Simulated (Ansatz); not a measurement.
The starting structures come from a database of crystals and need not be the phases stable at ambient conditions.

 Where the default PAW files enter, the runs use the earlier of Ansatz's two default sets.

Tunnelling through a barrier is set by its complex band structure: the current falls as exp(−2κd) with the smallest κ.

Given:

```
LaLiO2
1.0
    5.89516     0.00000     0.00000
   -1.32289     5.77737     0.00000
    0.00000     0.00000     6.23923
Li La O
4 4 8
Direct
  0.67298   0.65492   0.36114
  0.32702   0.34508   0.63886
  0.82702   0.34508   0.86114
  0.17298   0.65492   0.13886
  0.80578   0.20001   0.43156
  0.19422   0.79999   0.56844
  0.69422   0.79999   0.93156
  0.30578   0.20001   0.06844
  0.98663   0.91294   0.23937
  0.01337   0.08706   0.76063
  0.51337   0.08706   0.73937
  0.48663   0.91294   0.26063
  0.20832   0.42818   0.36782
  0.79168   0.57182   0.63218
  0.29168   0.57182   0.86782
  0.70832   0.42818   0.13218
```

Space group of this cell: P2_1/c. The cell is taken as given; by r2SCAN its mean pressure is -2.1 GPa.

Transport runs along the normal of the first two printed cell vectors.

No gap correction and no spin-orbit coupling; mid-gap values are interpolated between computed energies.

### Question
Give the band gap and the smallest decay constant κ at mid-gap that r2SCAN run with Ansatz (a quantum-chemistry and plane-wave program) yields.

### Answer
Gap 4.20 eV on a 6×6×6 mesh; κ = 0.425 1/Å, at the zone centre.
